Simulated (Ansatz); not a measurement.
The starting structures come from a database of crystals and need not be the phases stable at ambient conditions.

By PBEsol, the system below comes out a metal.

Without scattering a metal conducts by its projected Fermi surface.

Data:

```
Ni5Ge3
1.0
    6.36502     0.00000     0.00000
   -2.85042     5.72783     0.00000
    2.85042    -1.78398     5.44293
Ni Ge
10 6
Cartesian
  2.11250   1.25232   0.57341
  4.25252   0.15484   1.36862
  1.06751   2.03383   4.01225
  5.29751   3.17923   3.18232
  3.39155   4.56433   2.23688
  2.97347   0.70401   5.03400
  7.13706  -0.50143   4.51942
 -0.77204   4.45080   0.93112
  2.31466   3.78218   0.02400
  4.05036  -1.15518   3.60153
  0.00000   0.08858   0.12225
  5.33278   0.79700   3.43998
  1.03224   3.02065   1.82877
  3.18251   3.15800   4.35837
  4.21049   2.55212   1.07607
  2.15453   0.22766   2.76033
```

Space group of this cell: C2. The cell is taken as given; by PBEsol its mean pressure is -5.8 GPa.

The current flows along the normal of the first two printed cell vectors. No spin-orbit coupling; the value is a mean over 0.1 eV about the Fermi level.

Q: Predict the ballistic conductance per area from PBEsol (Ansatz, a first-principles code).

A: 0.55 × 10¹⁵ S/m² for both spins.
